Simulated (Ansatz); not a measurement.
MgO: energy against volume

MgO (rock salt, Fm-3m, 9.290 Å³/atom and stress up to 0.01 GPa in the relaxed cell, cube axes along x, y and z) under an equal strain ε along all three axes. r2SCAN in Ansatz, a plane-wave DFT program (PAW, default set), 500 eV, 13×13×13 Γ-centred mesh, Fermi-Dirac smearing 0.05 eV; ions are relaxed, or left where forces stay under 0.02 eV/Å, within the symmetry of each cell.

Here V stands for volume and E for E less E0.

```csv
volume (Å³/atom),E less E0 (meV/atom),pressure (GPa)
8.7440,18.54,11.44
8.8785,10.26,8.30
9.0144,4.49,5.35
9.1517,1.10,2.59
9.2903,0.00,0.00
9.4304,1.07,-2.42
9.5718,4.21,-4.68
9.7147,9.34,-6.80
9.8590,16.36,-8.77
10.1518,?,?
```

Problem. Using the third-order Birch-Murnaghan form, a cubic in V^(-2/3), estimate the missing E at V = 10.1518 from the other rows, showing the fit.

Solution. With u = V^(-2/3) - 0.226, the rows have u = 0.009610, 0.007224, 0.004874, 0.002559, 0.000280, -0.001966, -0.004178, -0.006359, -0.008507. Least squares gives E = 0.014 - 118.50·u + 212390·u² + 55123·u³. Residuals (row less fit): 0.001, -0.003, 0.002, -0.003, 0.003, 0.003, -0.002, -0.002, 0.001; standard error 0.003 (degrees of freedom: 5). Its minimum lies at u = 0.000279, so V0 = (0.226279)^(-3/2) = 9.290. There d²E/du² = 424900 and d³E/du³ = 330700, so B0 = (4/9) × 9.290^(-7/3) × 424900 × 0.160218 = 167 GPa (the last factor turns the table's units into GPa), and B0' = 4 + (2/3) × 0.226279 × (330700)/424900 = 4.1. B0' rests on the cubic coefficient alone and has a standard error of 0.1 from these residuals. At the withheld row, u = -0.012710, so E = 0.014 - 118.50 × (-0.012710) + 212390 × (-0.012710)² + 55123 × (-0.012710)³ = 35.717 meV/atom. The calculation gives 35.74 meV/atom, 0.023 meV/atom above the prediction (0.1 % of the range of E in the table). The row lies outside the fitted rows, so this is an extrapolation. The scatter of the fitted rows lies at the last printed digit.

Other structures, which can take over under pressure, weren't tried. The same form fitted to the pressure column gives B0' = 4.1; series where the two differ by over 0.4 aren't shown. Rows are the converged runs of the series near zero and its far end, less any whose ions stayed unrelaxed beside relaxed ones; series whose fitted rows scatter by over a few per cent of the range, as at a crossing or softening among them, aren't shown in this form.
